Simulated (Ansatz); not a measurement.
System: LaN (P4/nmm, No. 129, 4 atoms in the cell; start mp-1018049; a measured phase of this formula has another space group). Method: r²SCAN+rVV10 in Ansatz (PAW).

Numerical settings: plane-wave cutoff 560 eV, 8×8×10 k mesh (along the axes of the cell as run), Fermi–Dirac smearing 0.01 eV, scalar-relativistic PAW data made under PBE.

Cell (relaxed at this level):

Space group P4/nmm, origin choice 1 (No. 129); a = b = 4.425 Å, c = 3.626 Å, α = β = γ = 90.00°

| atom | site | symmetry | x | y | z |
|---|---|---|---|---|---|
| La | 2c | 4mm | 0.5000 | 0.0000 | 0.2771 |
| N | 2a | -4m2 | 0.0000 | 0.0000 | 0.0000 |

**Question.** Give the computed band gap and smallest direct gap on the k points sampled.

**Answer.** 
- band gap = 1.67 eV
- smallest direct gap on the k points sampled = 1.96 eV

Spin–orbit coupling is not included.

Computed values are for the static lattice.

It cost about 40 core-seconds (a rough figure) of CPU time.

A start named mp-… is a Materials Project structure, which need not be a measured phase.

Ansatz is a first-principles code.
